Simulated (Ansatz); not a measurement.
The starting structures come from a database of crystals and need not be the phases stable at ambient conditions.

 Where the default PAW files enter, the runs use the earlier of Ansatz's two default sets.

Input:

```
AlGaAs2
1.0
    4.01132     0.00000     0.00000
    2.00566     6.64751     0.00000
    2.00566     0.60514     3.42079
Al Ga As
1 1 2
Cartesian
  6.01698   0.60978   3.41997
  4.01132   3.62368   1.71086
  2.00566   4.23337   0.42706
  4.01132   1.20379   2.13894
```

Space group of this cell: R3m. The cell is taken as given.

Computed with r2SCAN (plane waves, PAW; Ansatz, a program for electronic structure).

The current runs along the normal of the first two printed vectors; no spin-orbit coupling. Scaled by the factor s: the length along the current (ions clamped). Meshes 10×10×10 and 8×6 across the current in all rows.

```csv
s,mean pressure (GPa),band gap (eV)
0.97,2.5,?
1.00,0.0,1.35
1.03,-2.0,1.05
```

Take the slope of the band gap against ln s from the two given rows, extrapolate to s = 0.97, and say what the run there gives.

Slope = (1.05 − 1.35) / ln 1.03 = -10.1 eV. The line gives 1.35 + (-10.1) × ln 0.97 = 1.66 eV. The run gives 1.47 eV, 0.19 eV under the line, 61 % of the predicted step.
